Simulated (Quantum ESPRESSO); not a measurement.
Quantum ESPRESSO 7.5, DFT, PBE, plane waves, SSSP 1.1.2 efficiency PBE: fcc Au, 1 atom. Basis and mesh were picked for this test and aren't claimed converged.

```yaml
cell: 2.88, 2.88, 2.88 Å; 60, 60, 60°
task: scf
k mesh: 18×18×18
ecutwfc: 45 Ry
ecutrho: 360 Ry
occupations: smearing
smearing: mv
degauss: 0.02 Ry
conv_thr: 1e-09 Ry
tprnfor: true
tstress: false
k-point pools (-nk): 48
diagonalization: david (default)
mixing_mode: plain (default)
mixing_beta: 0.7 (default)
mixing_ndim: 8 (default)
k-points computed: 195
bands: 14
electrons: 19
G-vectors of the density: 13323
FFT grid: 36×36×36
symmetry_operations: 48
```

Machine: one whole node, Intel Xeon 6 (Granite Rapids), 96 cores on 1 socket, 2 hardware threads a core, 3 L3 cache groups, 3 NUMA nodes.

Wall times, medians of two to five repeats, each run alone on the node (launch to exit). Unless noted, each process is bound to its own block of adjacent cores. The times hold for this build (conda-forge: Open MPI 5.0, OpenMP, OpenBLAS 0.3.34 (pthreads), FFTW, ScaLAPACK, ELPA). Scratch files lie in a memory file system.

Started as
```bash
OMP_NUM_THREADS=1 mpirun -np 48 pw.x -nk 48 -in pw.in
```
(48 ranks, -nk 48) it takes 1.6 s and 7 SCF iterations.

Predict the time once the run is changed to -nk 1.

About 5.6 s (3 runs within 2 %): 3.6× as long. The largest move is in FFTs of H·ψ (vloc_psi): 0.23 s to 2.4 s. Launch, exit and the like take 0.63 s of the 1.6 s. Change in the result: energy equal as printed.
